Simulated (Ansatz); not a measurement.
How far PBE and r2SCAN part for ZrO2, Zr → Hf

Start from ZrO$_{2}$ in the fluorite structure (space group Fm-3m, No. 225; a = 5.1159 Å).

(Cell as relaxed with PBE.)

Levels (all Ansatz, an electronic-structure program, PAW): PBE (420 eV, spin-orbit coupling left out); r2SCAN (500 eV, spin-orbit coupling left out).

Each level relaxes its own structure.

| base | PBE | r2SCAN |
|---|---|---|
| volume per atom | 11.16 Å³ | 10.98 Å³ |
| lattice parameter a | 5.116 Å | 5.089 Å |
| band gap | 3.32 eV | 3.89 eV |

Now apply this change: full substitution Zr → Hf, then cell and atoms are relaxed.

```tsv
quantity	PBE	r2SCAN
band gap	3.75 eV	___
electron mass	1.2 mₑ along k, 0.74 mₑ across (at X)	___
shortest interatomic distance	2.207 Å	___
shift of the gap caused by the change	+0.43 eV	___
```

### Question
Given the PBE results, estimate those of r2SCAN.

### Answer

- band gap, r2SCAN: 4.30 eV
- electron mass, r2SCAN: 1.1 mₑ along k, 0.76 mₑ across (at X)
- shortest interatomic distance, r2SCAN: 2.190 Å
- shift of the gap caused by the change, r2SCAN: +0.42 eV

PBE's band gap lies 0.557 eV below r2SCAN's; PBE's shortest interatomic distance lies 0.017 Å above r2SCAN's (0.8 %). Neither level is exact; r2SCAN is the comparison here, not a measurement.

With Hf present, leaving out spin-orbit coupling can change the band edges. Effective masses come from finite differences of ±0.01 Å⁻¹. Along k means along the line from Γ to the band edge. Whether these cells are dynamically stable was not tested. This is not the structure that HfO2 has at room temperature and ambient pressure. This is not the structure that ZrO2 has at room temperature and ambient pressure.
